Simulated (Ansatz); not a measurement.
Given:

```
MoTe2
1.0
    3.49583     0.00000     0.00000
    1.74792     3.02748     0.00000
    0.00000     0.00000    13.21268
Te Mo
4 2
Direct
  0.66667   0.66667   0.38558
  0.33333   0.33333   0.88558
  0.33333   0.33333   0.61442
  0.66667   0.66667   0.11442
  0.66667   0.66667   0.75000
  0.33333   0.33333   0.25000
```

No spin polarisation.

All numbers come from PBEsol-D3(BJ) (Ansatz, a first-principles code, PAW, no spin-orbit coupling). Γ-centred 11×11×3 mesh, Fermi–Dirac width 0.05 eV.

What pressure (mean of the normal stresses, compression positive) does the calculation give?

-19.8 kbar.

What band gap does the calculation give?

0.22 eV.

With Te present, leaving out spin-orbit coupling can change the band edges. The cells carry an imposed strain or load. Whether these cells are dynamically stable was not tested. The cell was made from MoTe$_{2}$ (space group P6_3/mmc, No. 194; layered, stacked along the Cartesian z axis) by this change: biaxial strain +1.80 %, plane normal [001], relaxed out of plane. The zero or small gap of MoTe2 under biaxial strain +1.80 %, plane normal [001], relaxed out of plane can change with the level of theory.
